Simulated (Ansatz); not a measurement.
Base system: Ta in the bcc (W type) structure (space group Im-3m, No. 229; a = 3.282 Å).

Calculations: PBEsol in Ansatz (plane waves to 420 eV, PAW, no spin-orbit coupling).

For the base:

- Lattice parameter a = 6.202 bohr

One thing is altered: a hydrostatic pressure of 15 GPa.

Problem. Estimate the effect on the lattice parameter a.

Solution. The lattice parameter a decreases by 0.130 bohr, from 6.202 bohr to 6.072 bohr.

Load acts through the strain it causes; cell and atoms are relaxed under it. Whether these cells are dynamically stable was not tested. Competing high-pressure phases were not computed. The final runs are not spin-polarised.

Ansatz is a first-principles code.
